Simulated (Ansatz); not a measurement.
# Effect of Ga → B on GaN

Consider GaN in the zinc blende structure (space group F-43m, No. 216; a = 4.5485 Å).

The change: B takes the place of Ga on all its sites; the structure is relaxed again.

All numbers come from Kohn–Sham DFT with the PBE functional, run in Ansatz (an electronic-structure program) with PAW and 420 eV plane waves, no spin-orbit coupling. Settings: 16×16×16 k-points, 0.05 eV Fermi–Dirac smearing, for the changed cell.

The volume per atom falls by 5.81 Å³ (11.76 Å³ → 5.95 Å³) and the density decreases by 2.45 g/cm³ to 3.46 g/cm³. The lattice parameter a falls by 0.924 Å to 3.625 Å and the space group is still F-43m (No. 216). The shortest interatomic distance falls by 0.400 Å, from 1.970 Å to 1.570 Å and the band gap rises by 2.92 eV to 4.46 eV. The gap character goes from direct at Γ to indirect, Γ → X and the smallest direct gap grows by 7.25 eV to 8.79 eV. The width of the top valence band rises by 2.942 eV (3.50 eV → 6.45 eV) and the electron mass changes from 0.14 mₑ (at Γ) to 0.91 mₑ along k, 0.30 mₑ across (at X). The hole mass (degenerate bands, along [100]) goes from 0.14, 0.90, 0.90 mₑ (at Γ) to 0.50, 0.53, 0.53 mₑ (at Γ).

Final structure:

```xyz
2
Lattice="0.0000 1.8124 1.8124 1.8124 0.0000 1.8124 1.8124 1.8124 0.0000" Properties=species:S:1:pos:R:3 pbc="T T T"
N      0.9062     0.9062     0.9062
B      0.0000     0.0000     0.0000
```

Masses are band curvatures over ±0.01 Å⁻¹ around the edge. Along k means along the line from Γ to the band edge. Whether these cells are dynamically stable was not tested. This is not the structure that GaN has at room temperature and ambient pressure.
